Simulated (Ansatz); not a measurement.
Checking a run of Ansatz (a quantum-chemistry and plane-wave program) on GeRh (P6_3/mmc, 4 atoms in the cell). The aim is a self-consistent single point with DFT, PBE, plane waves, default PAW files.

Cell that was meant: a = 3.8378 Å, b = 3.8378 Å, c = 5.3489 Å, α = 90.00°, β = 90.00°, γ = 120.00°.

Part of the input:

Ansatz 0.2 input:
```yaml
scf:
  occupations:
    method: fermi_dirac
    width: 2.0
output:
  forces: true
  eigenvalues: true
```

Output (repeated stretches shortened):

```
   [... lines left out ...]
Symmetry: 24 space group operations
Space group: P63/mmc (ITA 194), of the structure as read, at distance tolerance 4.1e-5 Å
k-points: 24 of 196
Initial density: superposition of atomic densities (neutral atoms: chi_scale 0, normalization atom), corrected by the library's trained network
Initial wavefunctions: pseudopotential atomic-orbital guess
Eigensolver: davidson
Functional: x = pbe(κ = 0.804, μ = 0.2195149727645171), c = pbe(β = 0.06672455060314922)
SCF iter   1: F=—  HF=-21414.069904 eV  |F-HF|=—  |Δ(HF+E_count)|=         —  Δρ=4.52e-2  dr2=2.25e0  ethr=1.77e-3  ⟨swp⟩=7.1  Hψ=7805  notcnv=0
all-band conjugate gradients solve this SCF's bands
preconditioner: auto → Kerker (q_TF=auto, 2.685 Å⁻¹)
SCF iter   2: F=—  HF=-21413.784705 eV  |F-HF|=—  |Δ(HF+E_count)|=   2.85e-1  Δρ=2.69e-2  dr2=8.88e-1  ethr=1.77e-3  ⟨swp⟩=1.0  Hψ=2064  notcnv=0
   [... lines left out ...]
SCF iter   7: F=—  HF=-21413.579224 eV  |F-HF|=—  |Δ(HF+E_count)|=   3.23e-5  Δρ=6.27e-5  dr2=4.00e-6  ethr=3.91e-8  ⟨swp⟩=2.0  Hψ=1911  notcnv=0
SCF iter   8: F=—  HF=-21413.579225 eV  |F-HF|=—  |Δ(HF+E_count)|=   9.61e-7  Δρ=1.27e-5  dr2=1.10e-7  ethr=6.45e-9  ⟨swp⟩=2.1  Hψ=2209  notcnv=0
SCF iter   9: F=-21413.579225 eV  HF=-21413.579225 eV  |F-HF|=1.88e-9  |Δ(HF+E_count)|=   1.97e-8  Δρ=3.41e-6  dr2=7.04e-9  ethr=1.61e-10  ⟨swp⟩=6.1  Hψ=5686  notcnv=0
SCF 1 converged in 9 iterations: F = -21413.579225 eV  dr2 = 7.04e-9
Free energy (F): -21413.579225 eV
Internal energy: -21382.650758 eV  (E = F + TS)
E sigma→0 (E₀):  -21398.114991 eV
Entropy (-TS):   -30.928467 eV (-7732.117 meV/atom)
Fermi energy:    15.275451 eV
--- Forces (eV/Å), atoms counted from 1 ---
  atom   1  Rh    -0.00000000     0.00000000     0.00000000
   [... zero for the other atoms too ...]
--- Stress (GPa, compression-positive) ---
       31.594888       0.000000       0.000000
        0.000000      31.594888       0.000000
        0.000000       0.000000      37.893741
  P = ⅓ Tr σ = 33.6945 GPa (336.945 kbar)
  The stress holds the Pulay correction. Without it, at fixed plane waves, as pw.x and ABINIT print it: P = 33.6259 GPa
```

Problem. Can these results be used? Check the input.

Solution. The run is not sound. The fault is a smearing width that is far too large. A width of many tenths of an electronvolt moves electrons far across the Fermi level or the gap, and the free energy and its derivatives carry a large smearing term. To fix it, use a width small against the gap or band features. The run converged in 9 iterations without an error; against the sound input the free energy falls by 4.04 eV/atom and the pressure goes from -5.24 to 33.69 GPa.

An input that runs soundly differs in these lines (not the only fix; some lines may just follow from the change or write a value another way):
```diff
-    width: 2.0
+    width: 0.1
```

With that input, the run converged in 7 iterations: free energy E − TS (on the zero of these files) -21397.3994 eV; Fermi level (on the code's own zero) 14.41 eV; pressure -5.24 GPa (DFT, PBE, plane waves, default PAW files).

On the sound input: the starting cell was generated: these elements placed on a structure prototype, without a prior relaxation; it need not be a known phase or ordering of this composition. Spin polarisation is off. With a pressure of about -5 GPa the cell is away from its equilibrium volume at this level. Ansatz's pressure includes its estimate of the finite-basis (Pulay) stress.
